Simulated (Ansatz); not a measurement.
# CaZrS3 (model structure, started from the cubic perovskite type, Pm-3m, No. 221, 5 atoms in the cell)

All values below come from HSE06 (plane waves, PAW; Ansatz, a quantum-chemistry and plane-wave program).

Run with plane-wave cutoff 460 eV, 4×4×4 k mesh, Fermi–Dirac smearing 0.01 eV, scalar-relativistic PAW data made under PBE.

Cell (relaxed with PBEsol):

```yaml
crystal:
  lattice:
    - [4.92496, 0.00000, 0.00000]
    - [0.00000, 4.92496, 0.00000]
    - [0.00000, 0.00000, 4.92496]
  atoms:
    - { symbol: Ca, position: [0.00000, 0.00000, 0.00000] }
    - { symbol: Zr, position: [0.50000, 0.50000, 0.50000] }
    - { symbol: S, position: [0.00000, 0.50000, 0.50000] }
    - { symbol: S, position: [0.50000, 0.50000, 0.00000] }
    - { symbol: S, position: [0.50000, 0.00000, 0.50000] }
```

```
Property                                                           Value
-------------------------------------------  ---------------------------
band gap                                     1.06 eV (on the SCF k mesh)
smallest direct gap on the k points sampled                      1.71 eV
```

Note: the relaxation could raise the start's symmetry but not lower it, so the cell can be a saddle point; cell and atoms aren't relaxed at this level (pressure 1.7 GPa).

Spin–orbit coupling is not included.

Computed values are for the static lattice.

A model structure was made by putting elements into a prototype or built by hand; it is no filed structure, need not be a known phase, and can be a saddle point held by its symmetry.
